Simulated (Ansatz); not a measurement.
A user runs Ansatz (a quantum-chemistry and plane-wave program) on Ba2MgCrMoO6 (Immm, 11 atoms in the cell) and asks whether the run is sound. The aim is a self-consistent single point with DFT, PBEsol, plane waves, default PAW files made with PBE.

Cell that was meant: a = 6.2074 Å, b = 6.2074 Å, c = 6.2074 Å, α = 124.39°, β = 123.35°, γ = 83.42°.

Part of the input:

Ansatz 0.2 input:
```yaml
    - { symbol: O, position: [0.24847000, 0.24847000, 0.00000000] }
    - { symbol: O, position: [0.75153000, 0.75153000, 0.00000000] }
basis:
  ecutwfc: 125.0 eV
kpoints:
  mp_grid: { grid: [3, 3, 3] }
hamiltonian:
```

The program printed (abridged):

```
   [... lines left out ...]
PAW frozen core: O, regenerated for the run's functional, and the local potential with it
Initial density: superposition of atomic densities (chi_scale 0.1, normalization cell, long waves kept (reshape's long-wave potential 0.01 eV rms))
Starting moments: Σ|m| = 5 μB on 2 of 11 sites
Initial wavefunctions: pseudopotential atomic-orbital guess
Eigensolver: davidson
Functional: x = pbesol(κ = 0.804, μ = 0.12345679012345678), c = pbesol(β = 0.046)
SCF iter   1: F=—  HF=-25026.986174 eV  |F-HF|=—  |Δ(HF+E_count)|=         —  Δρ=2.80e-1 (↑2.80e-1 ↓2.22e-1)  dr2=3.40e2  dr2_m=5.30e0  M=0.905 μB ∫|m|=1.265 μB  β_m=0.30  ethr=3.10e-3  ⟨swp⟩=7.2  Hψ=4537  notcnv=0  defer=2
Mixer restart at iter 1: flushing history
all-band conjugate gradients solve this SCF's bands
preconditioner: auto → Kerker (q_TF=auto, 2.502 Å⁻¹)
   [... lines left out ...]
SCF iter  24: F=—  HF=-24890.558706 eV  |F-HF|=—  |Δ(HF+E_count)|=   5.29e-8  Δρ=1.20e-6 (↑1.20e-6 ↓7.69e-7)  dr2=1.10e-8  dr2_m=3.58e-10  M=0.889 μB ∫|m|=3.873 μB  β_m=0.99  ethr=6.60e-11  ⟨swp⟩=2.2  Hψ=1310  notcnv=0  defer=110
SCF iter  25: F=-24890.558706 eV  HF=-24890.558706 eV  |F-HF|=1.01e-8  |Δ(HF+E_count)|=   3.27e-9  Δρ=1.02e-6 (↑5.60e-7 ↓1.02e-6)  dr2=1.11e-8  dr2_m=1.16e-10  M=0.889 μB ∫|m|=3.873 μB  ethr=1.17e-11  ⟨swp⟩=9.7  Hψ=4233  notcnv=0
SCF 1 converged in 25 iterations: F = -24890.558706 eV  dr2 = 1.11e-8
Crystal: 11 atoms, lattice volume = 158.073 Å³
Initial density: read from a saved state, or passed on in memory by an earlier SCF of this step, an earlier step, the calling program or the single point that …
Starting moments: Σ|m| = 5 μB on 2 of 11 sites; this step starts from the density that it was given
Initial wavefunctions: those read from a saved state, or passed on in memory by an earlier step or the calling program
iter 1 solved again at ethr=1.18e-11 eV; its pass at ethr=1.06e-6 eV (dr2=1.11e-8 eV) is discarded
   [... lines left out ...]
preconditioner: auto → Resta (q_TF=auto, 2.502 Å⁻¹)
spin=Collinear: Resta preconditioning applied to the charge; magnetization (m = ρ↑ − ρ↓) channel mixes plain (no charge-response kernel on spin).
WARN: the starting moments were not kept: 1 of 2 ended reversed and 1 kept their direction, counting a site from 0.1 μB …
Absolute magnetization: 3.8749 μB (∫|ρ↑−ρ↓|, with the PAW one-centre terms)
Free energy (F): -24890.558706 eV
Fermi energy:    12.247810 eV
   [... lines left out ...]
  atom  11  O      0.00000000     0.00000000    -0.89856122
--- Stress (GPa, compression-positive) ---
      -15.278729       0.000000       0.000000
        0.000000     -19.650660       0.000000
        0.000000       0.000000      -3.792587
  P = ⅓ Tr σ = -12.9073 GPa (-129.073 kbar)
  The stress holds the Pulay correction. Without it, at fixed plane waves, as pw.x and ABINIT print it: P = -791.3422 GPa
```

**Question.** Is anything amiss in this input, and did it matter?

**Answer.** The run is not sound. The fault is a basis or grid far too coarse for these potentials. Far below the cutoff that the potentials were made for, the basis cannot represent the orbitals near the nuclei, and energies, forces and above all the stress go wrong. To fix it, restore the cutoff that the potentials need and check convergence. The run converged in 29 iterations without an error; against the sound input the free energy rises by 33.2 eV/atom, the pressure goes from -10.96 to -12.91 GPa, the largest force goes from 0.512 to 1.973 eV/Å and the size of the net moment goes from 0.02 to 0.08 μB/atom. At a fixed set of plane waves, without the program's Pulay estimate, the pressure is -791.34 GPa against -11.47 GPa.

The sound input it was made from differs as follows (other fixes are possible):
```diff
-  ecutwfc: 125.0 eV
+  ecutwfc: 420.0 eV
```

With that input, the run converged in 23 iterations: free energy E − TS (on the zero of these files) -25255.5499 eV; Fermi level (on the code's own zero) 11.39 eV; pressure -10.96 GPa; largest force (vector length) 0.512 eV/Å; size of the cell's spin moment 0.19 μB (DFT, PBEsol, plane waves, default PAW files made with PBE).

On the sound input: the starting cell comes from a database of computed structures (which also holds hypothetical and non-ambient phases and stackings), without a prior relaxation at this level. The magnetic order is the one reached from the typed start; others were not searched systematically. The program warned that a starting moment was not kept. With a pressure of about -11 GPa the cell is away from its equilibrium volume at this level. Ansatz's pressure includes its estimate of the finite-basis (Pulay) stress. Without the estimate this run gives -11.47 GPa. Without a gap this mesh is coarse (it stands for a supercell whose shortest vector is 17 Å).
